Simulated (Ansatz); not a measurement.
**Point defects in TiB2**

The parent structure is a 30-atom supercell of TiB$_{2}$ (space group P6/mmm, No. 191; a = 3.017 Å, c = 3.185 Å) at its relaxed geometry.

One neutral defect a cell, atoms relaxed at fixed cell.

Calculations: PBEsol, PAW, 420 eV (Ansatz, an electronic-structure program; no spin-orbit coupling), earlier PAW set.

```json
[
 {"variant": "perfect supercell", "pressure": "0.0 GPa", "largest displacement of a host atom from its site in the perfect cell": "–"},
 {"variant": "B interstitial (started 1.53 Å from the nearest host atom)", "pressure": "9.7 GPa", "largest displacement of a host atom from its site in the perfect cell": "0.33 Å"},
 {"variant": "Ca on a Ti site", "pressure": "8.2 GPa", "largest displacement of a host atom from its site in the perfect cell": "0.06 Å"},
 {"variant": "B on a Ti site (antisite)", "pressure": "-0.9 GPa", "largest displacement of a host atom from its site in the perfect cell": "0.10 Å"}
]
```

The cell is small, so the values are those of an ordered compound at a high defect concentration; dilute-limit values will differ. The mesh was chosen for an insulator and is coarse for the gapless case. All final runs are without spin polarisation.
